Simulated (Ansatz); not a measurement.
# Element substitutions in HfO2

Take HfO$_{2}$ (space group P4_2/nmc, No. 137; a = 3.5671 Å, c = 5.1660 Å) as the base.

Each row replaces one element on all its sites; cell and atoms are relaxed.

Calculations: DFT with PBEsol, PAW potentials and a 420 eV plane-wave cutoff in Ansatz (a quantum-chemistry and plane-wave program), no spin-orbit coupling.

```csv
variant,band gap,shortest interatomic distance,space group
base,4.57 eV,2.061 Å,P4_2/nmc (No. 137)
O → Cl,zero,(withheld),(withheld)
O → S,0.50 eV,2.514 Å,P4_2/nmc (No. 137)
Hf → Al,zero,(withheld),P4_2/nmc (No. 137)
```

Problem. Some entries are withheld; estimate them.

Solution. 
- O → Cl, shortest interatomic distance: 2.679 Å
- O → Cl, space group: Fm-3m (No. 225)
- Hf → Al, shortest interatomic distance: 1.851 Å

The magnetic state is the one reached from the starting moments; the real material's order can differ, and small cells can't hold many antiferromagnetic ones. With Hf present, leaving out spin-orbit coupling can change the band edges. Whether these cells are dynamically stable was not tested. As relaxed here, HfCl2, HfS2 and AlO2 are hypothetical phases, not in the database extracts checked. Spin-polarised in the final run: HfCl2; the other runs are not. This is not the structure that HfO2 has at room temperature and ambient pressure.
